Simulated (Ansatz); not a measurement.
# InSb: response to strain

Start from InSb in the zinc blende structure (space group F-43m, No. 216; a = 6.519 Å). Axes: x, y, z lie along the cube axes.

Strains are applied to the cell and any free atomic positions relax.

All numbers come from plane-wave PAW DFT at the PBEsol level (Ansatz, a program for electronic structure, 420 eV), without spin-orbit coupling.

Notes on the quantities. energy relative to the base: free energy F.

```json
[
 {"change": "base", "energy relative to the base": "0 meV/atom", "volume per atom": "34.63 Å³"},
 {"change": "tensor shear ε_xy = +1.71 %", "energy relative to the base": "(withheld)", "volume per atom": "34.62 Å³"},
 {"change": "tensor shear ε_xy = +1.43 %", "energy relative to the base": "+2.4 meV/atom", "volume per atom": "34.62 Å³"},
 {"change": "tensor shear ε_xy = +1.14 %", "energy relative to the base": "+1.5 meV/atom", "volume per atom": "34.62 Å³"},
 {"change": "tensor shear ε_xy = +0.29 %", "energy relative to the base": "+0.1 meV/atom", "volume per atom": "34.63 Å³"},
 {"change": "tensor shear ε_xy = +0.57 %", "energy relative to the base": "+0.4 meV/atom", "volume per atom": "34.63 Å³"},
 {"change": "tensor shear ε_xy = +0.86 %", "energy relative to the base": "+0.9 meV/atom", "volume per atom": "34.63 Å³"},
 {"change": "tensor shear ε_xy = +2.00 %", "energy relative to the base": "(withheld)", "volume per atom": "34.61 Å³"}
]
```

Question: What belongs in the blanks?

Answer: 
- tensor shear ε_xy = +1.71 %, energy relative to the base: +3.5 meV/atom
- tensor shear ε_xy = +2.00 %, energy relative to the base: +4.7 meV/atom

No phonon test of stability was made. The final runs are not spin-polarised.
